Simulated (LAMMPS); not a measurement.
LAMMPS 22 Jul 2025, classical MD, EAM (Finnis-Sinclair form) (Fe_mm.eam.fs): Fe, 2000 atoms.

```text
units metal
atom_style atomic
read_data unit.data
replicate 10 10 10
pair_style eam/fs
pair_coeff * * Fe_mm.eam.fs Fe
change_box all z delta 0.0 $(2*lz) units box
velocity all create 1600 4928 dist gaussian loop geom
fix 1 all nve
fix 2 all langevin 800 800 0.08 9876 zero yes
timestep 0.002
thermo 100
run 300
reset_timestep 0
write_restart start.rst
```

```text
read_restart start.rst
comm_style tiled
pair_style eam/fs
pair_coeff * * Fe_mm.eam.fs Fe
neighbor 2.0 bin
neigh_modify every 1 delay 0 check yes
fix 1 all nve
fix b all balance 200 1.1 rcb
timestep 0.002
thermo_style custom step temp pe etotal press
thermo_modify format float %.10g
thermo 100
group probe id 1:48
dump probe probe custom 1000000 forces.txt id fx fy fz
dump_modify probe sort id format float %.8g
run 10000
```

```bash
# ahead of the timed run: OMP_NUM_THREADS=1 mpirun -np 48 lmp -in in.warm -log none -nocite
OMP_NUM_THREADS=1 mpirun -np 64 lmp -in in.lmp -log log.lammps -nocite
```

Machine: one whole node, Arm Neoverse V2, 96 cores on 1 socket, no SMT, 1 L3 cache group.

On 64 ranks this takes 2.2 s. Wall times, medians of two to five repeats, each run alone on the node (launch to exit). Unless noted, each process is bound to its own block of adjacent cores. The build: PyPI wheel: MPICH, OPENMP and OPT packages; another build can shift the numbers. Scratch files lie in a memory file system. A preparatory run goes ahead and isn't timed.

Make this run faster without changing its result beyond 1.0 meV/atom in energy, 10 meV/Å in forces on 48 atoms, 0.20 meV an atom in drift of the total energy. Keep to 64 cores.

One answer among several that fit: going from comm = tiled, balance = fix b all balance 200 1.1 rcb to comm = brick (default), balance = balance 1.05 shift xyz 20 1.02, one of the fastest of the measured ones that keep the result.

```diff
-comm_style tiled
-fix b all balance 200 1.1 rcb
+balance 1.05 shift xyz 20 1.02
```

Time: 2.2 s to 1.4 s (1.5× as fast). The largest move is in communication and waiting (Comm): 0.78 s to 0.45 s. These two results differ by: energy equal as printed, forces on 48 atoms equal as printed, drift of the total energy under 0.001 meV an atom. Others tried: balance = fix b all balance 200 1.1 shift xyz 10 1.05, comm = brick (default) (1.4 s); balance = fix b all balance 200 1.1 shift xyz 10 1.05 weight time 0.8, comm = brick (default) (1.4 s); balance = balance 1.05 rcb, comm = tiled (2.0 s); balance = none (default), comm = brick (default) (2.0 s).
